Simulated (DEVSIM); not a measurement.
Structure: abrupt Ge p-n junction, at 300 K.

```tsv
layer (left to right)	material	thickness (μm)	Nd (cm⁻³)	Na (cm⁻³)	τn (s)	τp (s)
1	Ge	0.0780	-	6.1e15	0.00015	0.00015
2	Ge	0.490	3.9e16	-	0.00015	0.00015
```

Left contact: ohmic. Right contact: ohmic. Voltage is applied to the left contact. Recombination: SRH at mid-gap. Mobility is constant in doping.

Constants are typed, rounded textbook-type inputs, not results; the design itself was drawn at random and stands for no fabricated device. Values at 300 K.

| parameter | Ge |
|---|---|
| gap (eV) | 0.664 |
| affinity (eV) | 4 |
| permittivity | 16 |
| Nc (cm⁻³) | 1.04e19 |
| Nv (cm⁻³) | 6e18 |
| μn (cm²/Vs) | 3900 |
| μp (cm²/Vs) | 1900 |

Model (solved in DEVSIM): 1D drift-diffusion, Boltzmann statistics, complete ionisation; no tunnelling, impact ionisation, image-force lowering or self-heating.

Tabulate band edges, carrier densities and field at zero bias.

Energies count from the Fermi level of the right contact; mesh points crowd at the junctions.

```json
[
 {"x (μm)": "0.000", "Ec (eV)": "0.486", "Ev (eV)": "-0.178", "n (cm⁻³)": "7.2e10", "p (cm⁻³)": "6.1e15", "field (V/cm)": "-25000"},
 {"x (μm)": "0.008432", "Ec (eV)": "0.464", "Ev (eV)": "-0.200", "n (cm⁻³)": "1.6e11", "p (cm⁻³)": "2.7e15", "field (V/cm)": "-26000"},
 {"x (μm)": "0.01920", "Ec (eV)": "0.437", "Ev (eV)": "-0.227", "n (cm⁻³)": "4.8e11", "p (cm⁻³)": "9.1e14", "field (V/cm)": "-26000"},
 {"x (μm)": "0.03005", "Ec (eV)": "0.408", "Ev (eV)": "-0.256", "n (cm⁻³)": "1.5e12", "p (cm⁻³)": "3.0e14", "field (V/cm)": "-27000"},
 {"x (μm)": "0.04657", "Ec (eV)": "0.363", "Ev (eV)": "-0.301", "n (cm⁻³)": "8.4e12", "p (cm⁻³)": "5.2e13", "field (V/cm)": "-28000"},
 {"x (μm)": "0.05758", "Ec (eV)": "0.331", "Ev (eV)": "-0.333", "n (cm⁻³)": "2.8e13", "p (cm⁻³)": "1.5e13", "field (V/cm)": "-29000"},
 {"x (μm)": "0.06735", "Ec (eV)": "0.303", "Ev (eV)": "-0.361", "n (cm⁻³)": "8.5e13", "p (cm⁻³)": "5.2e12", "field (V/cm)": "-29000"},
 {"x (μm)": "0.07900", "Ec (eV)": "0.268", "Ev (eV)": "-0.396", "n (cm⁻³)": "3.2e14", "p (cm⁻³)": "1.4e12", "field (V/cm)": "-29000"},
 {"x (μm)": "0.08986", "Ec (eV)": "0.239", "Ev (eV)": "-0.425", "n (cm⁻³)": "1.0e15", "p (cm⁻³)": "4.3e11", "field (V/cm)": "-25000"},
 {"x (μm)": "0.1031", "Ec (eV)": "0.210", "Ev (eV)": "-0.454", "n (cm⁻³)": "3.1e15", "p (cm⁻³)": "1.4e11", "field (V/cm)": "-19000"},
 {"x (μm)": "0.1207", "Ec (eV)": "0.182", "Ev (eV)": "-0.482", "n (cm⁻³)": "9.1e15", "p (cm⁻³)": "4.8e10", "field (V/cm)": "-13000"},
 {"x (μm)": "0.1553", "Ec (eV)": "0.155", "Ev (eV)": "-0.509", "n (cm⁻³)": "2.6e16", "p (cm⁻³)": "1.7e10", "field (V/cm)": "-4200"},
 {"x (μm)": "0.1908", "Ec (eV)": "0.147", "Ev (eV)": "-0.517", "n (cm⁻³)": "3.5e16", "p (cm⁻³)": "1.2e10", "field (V/cm)": "-1100"},
 {"x (μm)": "0.2455", "Ec (eV)": "0.145", "Ev (eV)": "-0.519", "n (cm⁻³)": "3.9e16", "p (cm⁻³)": "1.1e10", "field (V/cm)": "-120"},
 {"x (μm)": "0.3328", "Ec (eV)": "0.144", "Ev (eV)": "-0.520", "n (cm⁻³)": "3.9e16", "p (cm⁻³)": "1.1e10", "field (V/cm)": "≈ 0"},
 {"x (μm)": "0.3995", "Ec (eV)": "0.144", "Ev (eV)": "-0.520", "n (cm⁻³)": "3.9e16", "p (cm⁻³)": "1.1e10", "field (V/cm)": "≈ 0"},
 {"x (μm)": "0.4492", "Ec (eV)": "0.144", "Ev (eV)": "-0.520", "n (cm⁻³)": "3.9e16", "p (cm⁻³)": "1.1e10", "field (V/cm)": "≈ 0"},
 {"x (μm)": "0.4863", "Ec (eV)": "0.144", "Ev (eV)": "-0.520", "n (cm⁻³)": "3.9e16", "p (cm⁻³)": "1.1e10", "field (V/cm)": "≈ 0"},
 {"x (μm)": "0.5223", "Ec (eV)": "0.144", "Ev (eV)": "-0.520", "n (cm⁻³)": "3.9e16", "p (cm⁻³)": "1.1e10", "field (V/cm)": "≈ 0"},
 {"x (μm)": "0.5427", "Ec (eV)": "0.144", "Ev (eV)": "-0.520", "n (cm⁻³)": "3.9e16", "p (cm⁻³)": "1.1e10", "field (V/cm)": "≈ 0"},
 {"x (μm)": "0.5559", "Ec (eV)": "0.144", "Ev (eV)": "-0.520", "n (cm⁻³)": "3.9e16", "p (cm⁻³)": "1.1e10", "field (V/cm)": "≈ 0"},
 {"x (μm)": "0.5680", "Ec (eV)": "0.144", "Ev (eV)": "-0.520", "n (cm⁻³)": "3.9e16", "p (cm⁻³)": "1.1e10", "field (V/cm)": "≈ 0"}
]
```
